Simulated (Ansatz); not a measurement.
Start from TlF in the NiAs type structure (space group P6_3/mmc, No. 194; a = 3.752 Å, c = 6.890 Å; a hypothetical phase, not in the database extracts checked).

Calculations: PBEsol in Ansatz (plane waves to 420 eV, PAW, scalar-relativistic without spin-orbit coupling).

One change was made to it. Results:

| quantity | base | after |
|---|---|---|
| band gap | 1.90 eV | zero |
| c/a ratio | 1.836 | 2.546 |
| shortest interatomic distance | 2.768 Å | 2.449 Å |

Task: What was done to the base?
(A) pressure 15 GPa
(B) pressure 100 GPa
(C) pressure 3 GPa
(D) pressure 7 GPa
(E) pressure 50 GPa

Result: E, pressure 50 GPa. For comparison, the c/a ratio in the other runs: pressure 7 GPa gives 2.057; pressure 15 GPa gives 2.258; pressure 100 GPa gives 2.650; pressure 3 GPa gives 1.923.

A case with no gap was solved on a k-mesh chosen for an insulator, which is coarse for it. From pressure 15 GPa on, the axis ratios lie over 15 % from the base's, so the cell there is far from its starting form. Spin-orbit coupling, missing from the scalar runs, can matter with Tl. Load acts through the strain it causes; cell and atoms are relaxed under it. No phonon test of stability was made. No other phases were tried under pressure. The final runs are not spin-polarised. The zero or small gap of TlF under pressure 15 GPa can change with the level of theory.

Ansatz is a quantum-chemistry and plane-wave program.
